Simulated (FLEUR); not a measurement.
Band structure of Ca2Ge (Fm-3m, 3 atoms in the cell).

```yaml
crystal:
  lattice:
    - [0.00000, 3.66486, 3.66486]
    - [3.66486, 0.00000, 3.66486]
    - [3.66486, 3.66486, 0.00000]
  atoms:
    - { symbol: Ca, position: [0.75000, 0.75000, 0.75000] }
    - { symbol: Ca, position: [0.25000, 0.25000, 0.25000] }
    - { symbol: Ge, position: [0.00000, 0.00000, 0.00000] }
```

Method of the run: PBEsol, all-electron FLAPW (FLEUR), scalar-relativistic valence run with FLEUR.

Settings: Kmax = 3.8 1/bohr; GmaxXC = 13.3 1/bohr; xcFunctional = PBEs; jspins = 1; l_soc = F; mode = hist; fermiSmearingEnergy = 0.0001 Htr; mesh (inpgen div1-3) = 4 4 4; inpgen gamma flag = true; Gmax = 13.3 1/bohr; numbands = 0; maxIterBroyd = 40; imix = Anderson; alpha = 0.05.

The starting cell comes from a database of computed structures (which also holds hypothetical and non-ambient phases and stackings), without a prior relaxation at this level. Its lattice was rescaled by a random factor within 2.5 % of one. Values depend on the basis (sphere radii, cutoffs, local orbitals), which need not be converged.

Levels in eV from the Fermi level, bands 14 to 21:
```tsv
point	14	15	16	17	18	19	20	21
Γ	-7.12	-0.27	-0.27	-0.27	1.04	1.94	1.94	4.85
X	-6.46	-1.88	0.00	0.00	0.61	1.70	2.55	3.81
W	-6.46	-1.17	-1.17	-0.32	1.22	2.58	2.58	3.37
K	-6.47	-1.52	-0.90	0.01	1.04	2.36	2.72	3.29
L	-6.61	-1.88	-0.01	-0.01	2.42	2.44	2.44	2.93
U	-6.47	-1.52	-0.90	0.01	1.04	2.36	2.72	3.29
```
